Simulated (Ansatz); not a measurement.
The parent structure is KBr in the rock salt structure (space group Fm-3m, No. 225).

```yaml
crystal:
  lattice:
    - [0.00000, 3.27453, 3.27453]
    - [3.27453, 0.00000, 3.27453]
    - [3.27453, 3.27453, 0.00000]
  atoms:
    - { symbol: K, position: [0.00000, 0.00000, 0.00000] }
    - { symbol: Br, position: [0.50000, 0.50000, 0.50000] }
```

Cartesian axes are those of the cell as printed.

All numbers come from PBEsol (Ansatz, an electronic-structure program, PAW, no spin-orbit coupling).

Strains are applied to the cell and any free atomic positions relax; under biaxial strain the out-of-plane vector relaxes too.

One change was made to it. Results:

| quantity | base | after |
|---|---|---|
| band gap | 4.34 eV | 4.44 eV |
| shortest interatomic distance | 3.275 Å | 3.193 Å |
| valence-band top at Γ (three highest levels, from the VBM) | 0.00, 0.00, 0.00 eV | 0.00, 0.00, -0.02 eV |

Problem. Name the change that was made.
(A) biaxial strain +1.50 %, plane normal [001], relaxed out of plane
(B) biaxial strain +3.00 %, plane normal [001], relaxed out of plane
(C) biaxial strain −2.50 %, plane normal [001], relaxed out of plane
(D) biaxial strain −1.50 %, plane normal [001], relaxed out of plane
(E) biaxial strain −3.00 %, plane normal [001], relaxed out of plane

Solution. C, biaxial strain −2.50 %, plane normal [001], relaxed out of plane. For comparison, the valence-band top at Γ in the other runs: biaxial strain +1.50 %, plane normal [001], relaxed out of plane gives 0.00, -0.01, -0.01 eV; biaxial strain −3.00 %, plane normal [001], relaxed out of plane gives 0.00, 0.00, -0.03 eV; biaxial strain −1.50 %, plane normal [001], relaxed out of plane gives 0.00, 0.00, -0.01 eV; biaxial strain +3.00 %, plane normal [001], relaxed out of plane gives 0.00, -0.01, -0.01 eV.

Stability against distortions was not tested.
